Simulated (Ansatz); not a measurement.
Start from WC (space group P-6m2, No. 187; a = 2.9131 Å, c = 2.8358 Å; relaxed with 0.1 eV smearing). Axes: x lies along a and z along c of the hexagonal cell.

Computed with DFT with r2SCAN, PAW potentials and a 500 eV plane-wave cutoff in Ansatz (a program for electronic structure), scalar-relativistic without spin-orbit coupling, earlier PAW set.

Base values:

The shortest interatomic distance comes out as 220.0 pm.

One thing is altered: compressive biaxial strain of 0.91 % in the plane normal to [001], as in epitaxy on a mismatched substrate; the out-of-plane cell vector and the atoms relax.

Task: How does this affect the shortest interatomic distance?

Result: The shortest interatomic distance shrinks by 0.9 pm to 219.1 pm.

Task: Predict the new in-plane stress.

Result: The mean in-plane stress (compression positive) comes out as +8.7 GPa.

Stability against distortions was not tested. The final runs are not spin-polarised.
